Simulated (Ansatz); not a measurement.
## Au: pressure series

The parent structure is Au in the fcc (Cu type) structure (space group Fm-3m, No. 225; a = 4.1572 Å).

Cell and atoms are relaxed at each pressure.

Computed with DFT with PBE, PAW potentials and a 420 eV plane-wave cutoff in Ansatz (a quantum-chemistry and plane-wave program), spin-orbit coupling left out.

Notes on the quantities. enthalpy: H = E + PV relative to the base's energy.

```json
[
 {"variant": "base", "lattice parameter a": "4.157 Å", "enthalpy": "–"},
 {"variant": "pressure −2 GPa", "lattice parameter a": "4.178 Å", "enthalpy": "-0.23 eV/atom"},
 {"variant": "pressure −1 GPa", "lattice parameter a": "4.167 Å", "enthalpy": "-0.11 eV/atom"},
 {"variant": "pressure 0.9 GPa", "lattice parameter a": "4.148 Å", "enthalpy": "+0.10 eV/atom"},
 {"variant": "pressure 2.1 GPa", "lattice parameter a": "4.137 Å", "enthalpy": "+0.23 eV/atom"},
 {"variant": "pressure 4.5 GPa", "lattice parameter a": "4.116 Å", "enthalpy": "+0.50 eV/atom"},
 {"variant": "pressure 9 GPa", "lattice parameter a": "4.081 Å", "enthalpy": "+0.98 eV/atom"},
 {"variant": "pressure 15 GPa", "lattice parameter a": "4.042 Å", "enthalpy": "+1.61 eV/atom"},
 {"variant": "pressure 22.5 GPa", "lattice parameter a": "(withheld)", "enthalpy": "+2.37 eV/atom"},
 {"variant": "pressure 30 GPa", "lattice parameter a": "3.965 Å", "enthalpy": "+3.11 eV/atom"}
]
```

Problem. Some entries are withheld; estimate them.

Solution. 
- pressure 22.5 GPa, lattice parameter a: 4.001 Å

Load acts through the strain it causes; cell and atoms are relaxed under it. Whether these cells are dynamically stable was not tested. Competing high-pressure phases were not computed.
